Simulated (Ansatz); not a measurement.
```yaml
crystal:
  lattice:
    - [24.00000, 0.00000, 0.00000]
    - [0.00000, 24.00000, 0.00000]
    - [0.00000, 0.00000, 6.23003]
  atoms:
    - { symbol: As, position: [0.71554, 0.50000, 0.66635] }
    - { symbol: As, position: [0.76029, 0.58457, 0.83365] }
    - { symbol: As, position: [0.77369, 0.50000, 0.33365] }
    - { symbol: As, position: [0.67437, 0.62669, 0.66635] }
    - { symbol: As, position: [0.66087, 0.72142, 0.83365] }
    - { symbol: As, position: [0.70499, 0.56661, 0.16635] }
    - { symbol: As, position: [0.72142, 0.66087, 0.33365] }
    - { symbol: As, position: [0.56661, 0.70499, 0.66635] }
    - { symbol: As, position: [0.50000, 0.77369, 0.83365] }
    - { symbol: As, position: [0.62669, 0.67437, 0.16635] }
    - { symbol: As, position: [0.58457, 0.76029, 0.33365] }
    - { symbol: As, position: [0.43339, 0.70499, 0.66635] }
    - { symbol: As, position: [0.33913, 0.72142, 0.83365] }
    - { symbol: As, position: [0.50000, 0.71554, 0.16635] }
    - { symbol: As, position: [0.41543, 0.76029, 0.33365] }
    - { symbol: As, position: [0.32563, 0.62669, 0.66635] }
    - { symbol: As, position: [0.23971, 0.58457, 0.83365] }
    - { symbol: As, position: [0.37331, 0.67437, 0.16635] }
    - { symbol: As, position: [0.27858, 0.66087, 0.33365] }
    - { symbol: As, position: [0.28446, 0.50000, 0.66635] }
    - { symbol: As, position: [0.23971, 0.41543, 0.83365] }
    - { symbol: As, position: [0.29501, 0.56661, 0.16635] }
    - { symbol: As, position: [0.22631, 0.50000, 0.33365] }
    - { symbol: As, position: [0.32563, 0.37331, 0.66635] }
    - { symbol: As, position: [0.33913, 0.27858, 0.83365] }
    - { symbol: As, position: [0.29501, 0.43339, 0.16635] }
    - { symbol: As, position: [0.27858, 0.33913, 0.33365] }
    - { symbol: As, position: [0.43339, 0.29501, 0.66635] }
    - { symbol: As, position: [0.50000, 0.22631, 0.83365] }
    - { symbol: As, position: [0.37331, 0.32563, 0.16635] }
    - { symbol: As, position: [0.41543, 0.23971, 0.33365] }
    - { symbol: As, position: [0.56661, 0.29501, 0.66635] }
    - { symbol: As, position: [0.66087, 0.27858, 0.83365] }
    - { symbol: As, position: [0.50000, 0.28446, 0.16635] }
    - { symbol: As, position: [0.58457, 0.23971, 0.33365] }
    - { symbol: As, position: [0.67437, 0.37331, 0.66635] }
    - { symbol: As, position: [0.76029, 0.41543, 0.83365] }
    - { symbol: As, position: [0.62669, 0.32563, 0.16635] }
    - { symbol: As, position: [0.72142, 0.33913, 0.33365] }
    - { symbol: As, position: [0.70499, 0.43339, 0.16635] }
```

Method: PBE (plane waves to 420 eV, PAW; Ansatz, a program for electronic structure). Mesh 1×1×6. No spin polarisation. Isolated but for its images some 11 Å away. A hypothetical model, rolled from the flat sheet. Symmetry and one short period hold its shape; lower forms weren't sought. Values not marked SOC lack spin–orbit coupling.

Task: Tabulate the two highest filled and two lowest empty levels along the axis, from the valence top.

Result: 
| k (2π/c) | v2 (eV) | v1 (eV) | c1 (eV) | c2 (eV) |
|---|---|---|---|---|
| 0.000 | -0.06 | 0.00 | 1.98 | 2.00 |
| 0.042 | -0.09 | -0.01 | 1.97 | 2.05 |
| 0.083 | -0.10 | -0.06 | 1.95 | 2.17 |
| 0.125 | -0.12 | -0.12 | 1.91 | 2.24 |
| 0.167 | -0.15 | -0.15 | 1.87 | 2.15 |
| 0.208 | -0.19 | -0.19 | 1.82 | 1.96 |
| 0.250 | -0.22 | -0.22 | 1.77 | 1.81 |
| 0.292 | -0.22 | -0.22 | 1.73 | 1.74 |
| 0.333 | -0.22 | -0.22 | 1.70 | 1.74 |
| 0.375 | -0.23 | -0.23 | 1.69 | 1.81 |
| 0.417 | -0.25 | -0.25 | 1.69 | 1.93 |
| 0.458 | -0.27 | -0.27 | 1.71 | 1.83 |
| 0.500 | -0.31 | -0.31 | 1.76 | 1.76 |
